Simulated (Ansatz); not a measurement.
**Hypothetical anti-CdI2 type Li2O: pressure series**

The parent structure is Li2O in the anti-CdI2 type structure (space group P-3m1, No. 164; a = 3.070 Å, c = 3.854 Å; a hypothetical phase, not in the database extracts checked; layered, stacked along the Cartesian z axis).

Cell and atoms are relaxed at each pressure.

The values are results of r2SCAN+rVV10, PAW, 500 eV (Ansatz, a program for electronic structure; spin-orbit coupling left out), not measurements.

Candidates:
(a) pressure 15 GPa
(b) pressure 7 GPa
(c) pressure 50 GPa

For the base:

The band gap is 2.40 eV.

Task: Order them by band gap, highest first.

Result: (c) pressure 50 GPa (5.48 eV), (a) pressure 15 GPa (4.48 eV), (b) pressure 7 GPa (3.72 eV)

From pressure 15 GPa on, the axis ratios lie over 15 % from the base's, so the cell there is far from its starting form. Load acts through the strain it causes; cell and atoms are relaxed under it. Whether these cells are dynamically stable was not tested. Competing high-pressure phases were not computed.
